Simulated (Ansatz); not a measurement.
```
CELL_PARAMETERS angstrom
      3.53104     0.00000     0.00000
      0.00000     3.53104     0.00000
      0.00000     0.00000     5.21299
ATOMIC_POSITIONS crystal
  Zr 0.00000 0.00000 0.00000
  Zr 0.50000 0.50000 0.50000
  O  0.00000 0.50000 0.20337
  O  0.00000 0.50000 0.70337
  O  0.50000 0.00000 0.29663
  O  0.50000 0.00000 0.79663
```

No spin polarisation.

Level of theory: Kohn–Sham DFT with the PBEsol functional, run in Ansatz (an electronic-structure program) with PAW and 420 eV plane waves, scalar-relativistic without spin-orbit coupling. Settings: 9×9×7 k-points, 0.05 eV Fermi–Dirac smearing.

Task: Predict the band gap and space group.

Result: The band gap is 4.10 eV. The space group is P4_2/nmc (No. 137).

The cells carry an imposed strain or load. Whether these cells are dynamically stable was not tested. The cell was made from ZrO2 (space group P4_2/nmc, No. 137) by this change: biaxial strain −1.49 %, plane normal [001], relaxed out of plane. This is not the structure that ZrO2 has at room temperature and ambient pressure.
